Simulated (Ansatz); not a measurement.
**Quick settings and what they miss: BaHfS3 (P1, 5 atoms in the cell)**

Self-consistent single point.

```
CELL_PARAMETERS angstrom
      5.05519     0.00000     0.00000
      0.00060     5.05726     0.00000
      0.00386     0.00036     5.05802
ATOMIC_POSITIONS crystal
  Ba 0.99137 0.00262 0.00595
  Hf 0.48750 0.50199 0.50491
  S  0.48563 0.99984 0.50266
  S  0.98729 0.49540 0.49486
  S  0.48821 0.50015 0.00162
```

Method: PBEsol, default PAW files made with PBE (plane waves; Ansatz, a quantum-chemistry and plane-wave program).

Base settings: basis.ecutwfc = 420 eV; kpoints.mp_grid.grid = 7 7 7; hamiltonian.xc = pbesol; hamiltonian.pseudopotentials = {kind: paw} (the program's default PAW files); scf.occupations.method = fixed.

Tight run (finer mesh or higher cutoff; not a proven limit): basis.ecutwfc: 420 eV → 590 eV; kpoints.mp_grid.grid: 7 7 7 → 10 10 10; scf.convergence.dr2_threshold: default (1e-07 eV) → 1e-09 eV. It gave top of the valence band (on the code's own zero) 8.31 eV; gap on the k-point mesh 0.68 eV; pressure -4.77 GPa; largest force (vector length) 0.020 eV/Å.

Quick runs, as changes from the base:
- A: the base itself
- B: basis.ecutwfc: 420 eV → 210 eV; kpoints.mp_grid.grid: 7 7 7 → 8 8 8; scf.occupations.method: fixed → fermi_dirac; kpoints.mp_grid.shift: default → 0.5 0.5 0.5; scf.occupations.width: default → 0.136 eV
- C: basis.ecutwfc: 420 eV → 250 eV; kpoints.mp_grid.grid: 7 7 7 → 6 6 6; scf.occupations.method: fixed → methfessel_paxton; scf.occupations.width: default → 0.2 eV
- D: basis.ecutwfc: 420 eV → 210 eV; kpoints.mp_grid.grid: 7 7 7 → 4 4 4; scf.occupations.method: fixed → fermi_dirac; scf.occupations.width: default → 0.2 eV
- E: basis.ecutwfc: 420 eV → 295 eV; kpoints.mp_grid.grid: 7 7 7 → 4 4 4; scf.convergence.dr2_threshold: default (1e-07 eV) → 0.0001 eV
- F: kpoints.mp_grid.grid: 7 7 7 → 4 4 4
- G: kpoints.mp_grid.grid: 7 7 7 → 3 3 3; hamiltonian.xc: pbesol → b3lyp [B3LYP]

Energies are extrapolated to zero smearing width, which holds to low order in the width alone.

Dashes: gap of C, D, left out as unsure on this mesh or at this smearing; time of C, D, E, F, under 30 s; energy of G, another energy zero; count of G, another kind of functional, whose work the count does not hold.

Gaps are read on each run's own mesh, which may miss the band edges.

† marks runs with another functional, U, potentials or spin treatment: their distance from the tight run is not a convergence error alone.

The count of work is k-points × plane waves × bands × iterations; it is no time. Core times come from one kind of shared machine and are given to one figure; runs under 30 s give none.

Pressures in the table are Ansatz's without its Pulay estimate, at a fixed set of plane waves; the tight run's value above holds the estimate.

The starting cell comes from a database of computed structures (which also holds hypothetical and non-ambient phases and stackings), without a prior relaxation at this level. Its lattice was rescaled by a random factor within 2.5 % of one. Spin-orbit coupling is off. In the base run, with a pressure of about -5 GPa the cell is away from its equilibrium volume at this level.

```tsv
run	energy less tight (meV/atom)	pressure less tight (GPa)	largest miss in a force vector (eV/Å)	gap on the mesh less tight (eV)	count of work / tight	core time / tight (rough)
A	0.6	-0.01	0.003	0.074	0.16	0.2
B	1042.2	-29.74	0.009	0.246	0.087	0.2
C	257.6	-10.02	0.012	–	0.049	–
D	1037.8	-29.45	0.033	–	0.013	–
E	44.3	-2.05	0.054	-0.019	0.017	–
F	5.9	0.07	0.052	-0.017	0.034	–
G†	–	4.87	0.117	1.632	–	0.7
```

Among the runs at the tight run's level, the energy misses run from 0.6 to 1042.2 meV/atom.

Left out of this page: 1 run of the series outside the window shown, repeating another row's setting, or not comparable.

Keys are those of Ansatz 0.2.
